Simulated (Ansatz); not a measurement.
# Habitual settings against a tight run: Ti3Nb (I4/mmm, 4 atoms in the cell)

Self-consistent single point.

```xyz
4
Lattice="-1.9602 1.9602 4.4520 1.9602 -1.9602 4.4520 1.9602 1.9602 -4.4520" Properties=species:S:1:pos:R:3 pbc="T T T"
Ti     0.0000     1.9602     2.2260
Ti     1.9602     0.0000     2.2260
Ti     0.0000     0.0000     4.4520
Nb     0.0000     0.0000     0.0000
```

Computed with PBEsol, harder PAW files (source: ansatz) made with PBE (plane waves; Ansatz, a program for electronic structure).

Base settings: basis.ecutwfc = 740 eV; kpoints.mp_grid.grid = 10 10 10; hamiltonian.xc = pbesol; hamiltonian.pseudopotentials = {kind: paw, source: ansatz}; scf.occupations.method = gaussian; scf.occupations.width = 0.05 eV.

Tight run (finer mesh or higher cutoff; not a proven limit): basis.ecutwfc: 740 eV → 1035 eV; kpoints.mp_grid.grid: 10 10 10 → 14 14 14; scf.convergence.dr2_threshold: default (1e-07 eV) → 1e-09 eV. It gave Fermi level (on the code's own zero) 14.67 eV; pressure -1.98 GPa.

Quick runs, as changes from the base:
- A: the base itself
- B: basis.ecutwfc: 740 eV → 370 eV; kpoints.mp_grid.grid: 10 10 10 → 8 8 8; hamiltonian.xc: pbesol → lda; scf.occupations.width: 0.05 eV → 0.272 eV; scf.convergence.dr2_threshold: default (1e-07 eV) → 0.0001 eV [LDA (PW92)]
- C: basis.ecutwfc: 740 eV → 370 eV; kpoints.mp_grid.grid: 10 10 10 → 2 2 2; kpoints.mp_grid.shift: default → 0.5 0.5 0.5
- D: basis.ecutwfc: 740 eV → 370 eV; kpoints.mp_grid.grid: 10 10 10 → 4 4 4; hamiltonian.xc: pbesol → lda; scf.occupations.width: 0.05 eV → 0.2 eV [LDA (PW92)]
- E: kpoints.mp_grid.grid: 10 10 10 → 4 4 4; scf.occupations.method: gaussian → methfessel_paxton; scf.occupations.width: 0.05 eV → 0.5 eV; kpoints.mp_grid.shift: default → 0.5 0.5 0.5; scf.convergence.dr2_threshold: default (1e-07 eV) → 0.0001 eV
- F: basis.ecutwfc: 740 eV → 520 eV; kpoints.mp_grid.grid: 10 10 10 → 4 4 4; scf.occupations.method: gaussian → fermi_dirac; scf.occupations.width: 0.05 eV → 0.136 eV; kpoints.mp_grid.shift: default → 0.5 0.5 0.5

Energies are extrapolated to zero smearing width, which holds to low order in the width alone.

Dashes: energy of B, D, another energy zero.

† marks runs with another functional, U, potentials or spin treatment: their distance from the tight run is not a convergence error alone.

The count of work is k-points × plane waves × bands × iterations; it is no time. 

Pressures in the table are Ansatz's without its Pulay estimate, at a fixed set of plane waves; the tight run's value above holds the estimate.

The starting cell comes from a database of computed structures (which also holds hypothetical and non-ambient phases and stackings), without a prior relaxation at this level. Its lattice was rescaled by a random factor within 2.5 % of one. Spin polarisation is off.

```csv
run,energy less tight (meV/atom),pressure less tight (GPa),count of work / tight
A,-0.5,-0.07,0.23
B†,–,-59.16,0.036
C,1292.1,-53.55,0.0026
D†,–,-59.64,0.010
E,-3.3,0.26,0.020
F,23.4,-1.61,0.015
```

Among the runs at the tight run's level, the energy misses run from 0.5 to 1292.1 meV/atom.

Keys are those of Ansatz 0.2.
